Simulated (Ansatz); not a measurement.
Bond-angle distributions (per cent of the angles at each element, bins of 10°) of a relaxed model of amorphous Ti₂₀O₃₈ at 3.76 g/cm³. Level of theory: PBE, scalar-relativistic without spin-orbit coupling (plane waves to 420 eV, PAW; Ansatz, a program for electronic structure). The usual formal charges leave 4 electrons over, so the level spacing at the Fermi energy parts defect or band states and needn't be the band gap. In the spin-polarised cell the level spacing at the Fermi energy can part levels of unlike spin.

A CHGNet melt-quench gave the starting glass, which DFT then relaxed. O atoms were pushed apart under 1.9 Å during the dynamics, to hinder bonds among them. The hot cell started wider than the set density and was brought back towards it in steps. It is the lowest in DFT energy of 2 quenches. It is a model cell: composition and starting density were chosen by hand, and all elements were melted together. No dispersion term was used. Its density started from a set value of 3.88 and ended at 3.76 g/cm³. Cooling (nominally 240 K/ps over its main leg) ran many orders faster than in experiment, which tends to leave more defects and strain. A cell of this size samples the disorder only roughly. Volume and shape were free in the relaxation.

Bonds are counted up to Ti-Ti 3.12 Å, Ti-O 2.34 Å, O-O 1.58 Å. Two cations that share two anions don't count as bonded, nor two that share one unless they lie closer than Ti-Ti 3.04 Å.

| angle (°) | at Ti | at O |
|---|---|---|
| 50-60 | 0 | 0 |
| 60-70 | 0 | 0 |
| 70-80 | 13 | 0 |
| 80-90 | 20 | 5 |
| 90-100 | 26 | 19 |
| 100-110 | 14 | 18 |
| 110-120 | 3 | 12 |
| 120-130 | 4 | 14 |
| 130-140 | 2 | 14 |
| 140-150 | 6 | 10 |
| 150-160 | 5 | 6 |
| 160-170 | 5 | 1 |
| 170-180 | 1 | 1 |

They go with these counts of neighbours within the cut-offs, cation contacts included: Ti mean 5.3, most often 5; O mean 2.8, most often 3.
